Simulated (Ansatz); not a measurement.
Consider Pb in the fcc (Cu type) structure (space group Fm-3m, No. 225).

```xyz
1
Lattice="0.0000 2.4956 2.4956 2.4956 0.0000 2.4956 2.4956 2.4956 0.0000" Properties=species:S:1:pos:R:3 pbc="T T T"
Pb     0.0000     0.0000     0.0000
```

Cartesian axes are those of the cell as printed.

Method: r2SCAN, PAW, 500 eV (Ansatz, an electronic-structure program; scalar-relativistic without spin-orbit coupling), earlier PAW set.

For the base:

The shortest interatomic distance comes out as 3.529 Å and the band gap is zero.

Now apply this change: a free-standing slab of 4 layers (4 atoms, 1 a layer) is cut normal to [111], with 15 Å of vacuum and the in-plane cell held at bulk.

Problem. How does this affect the change of the spacing d23 from its bulk value of 2.882 Å, excess energy per area of both faces, change of the spacing d12 from its bulk value of 2.882 Å, shortest interatomic distance and band gap?

Solution. The change of the spacing d23 from its bulk value of 2.882 Å is +3.2 %; the excess energy per area of both faces (slab less bulk energy over the cell's area: twice a surface energy) amounts to 0.54 J/m² (uncertain by up to 0.06 J/m²); the change of the spacing d12 from its bulk value of 2.882 Å amounts to -4.7 %; the shortest interatomic distance drops by 0.110 Å to 3.419 Å; the band gap is still zero.

The excess energy carries the mismatch between the slab's and the bulk's meshes. Stability against distortions was not tested.
